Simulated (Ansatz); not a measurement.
**Effect of isotropic strain +5.74 % on TiAl3**

The parent structure is TiAl3 (space group I4/mmm, No. 139; a = 3.8262 Å, c = 8.5542 Å; relaxed with 0.1 eV smearing).

Now apply this change: the cell is scaled by 1.0574 in all directions; the atoms relax in the strained cell.

Method: r2SCAN/PAW in Ansatz (an electronic-structure program), scalar-relativistic without spin-orbit coupling. k-mesh 21×21×21 (Γ-centred); smearing 0.1 eV (Fermi–Dirac).

```csv
quantity,base,changed,shift
volume per atom,15.65 Å³,18.51 Å³,+2.853 Å³
space group,I4/mmm (No. 139),I4/mmm (No. 139),–
shortest interatomic distance,2.706 Å,2.861 Å,+0.155 Å
energy relative to the base (free energy F),0 meV/atom,+141 meV/atom,+141 meV/atom
"pressure (mean of the normal stresses, compression positive)",0.0 GPa,-13.7 GPa,-13.7 GPa
band gap,zero,zero,–
```

Final structure:

```
CELL_PARAMETERS angstrom
     -2.02294     2.02294     4.52259
      2.02294    -2.02294     4.52259
      2.02294     2.02294    -4.52259
ATOMIC_POSITIONS crystal
  Al 0.50000 0.50000 0.00000
  Al 0.75000 0.25000 0.50000
  Al 0.25000 0.75000 0.50000
  Ti 0.00000 0.00000 0.00000
```

Cost of the whole job for the changed cell (relaxation, final SCF and bands): about 4 core-minutes (a rough figure).

Whether these cells are dynamically stable was not tested. All final runs are without spin polarisation.
